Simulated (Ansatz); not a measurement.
Given:

```xyz
5
Lattice="4.0697 0.0000 0.0000 0.0000 4.0697 0.0000 0.0000 0.0000 4.0697" Properties=species:S:1:pos:R:3 pbc="T T T"
K      0.0000     0.0000     0.0000
Zn     2.0348     2.0348     2.0348
F      2.0348     0.0000     2.0348
F      0.0000     2.0348     2.0348
F      2.0348     2.0348     0.0000
```

No spin polarisation.

Level of theory: PBEsol, PAW, 420 eV (Ansatz, an electronic-structure program; no spin-orbit coupling). Settings: 8×8×8 k-points, 0.05 eV Fermi–Dirac smearing.

Predict the band gap, gap character and electron mass.

The band gap is 3.68 eV and the gap character comes out as indirect, R → Γ. The electron mass is 0.44 mₑ (at Γ).

Load acts through the strain it causes; cell and atoms are relaxed under it. Masses are band curvatures over ±0.01 Å⁻¹ around the edge. Stability against distortions was not tested. The cell was made from KZnF3 in the cubic perovskite structure (space group Pm-3m, No. 221) by this change: pressure −1 GPa. Many cubic perovskites are stable only at high temperature; tilts and polar distortions were not tested.
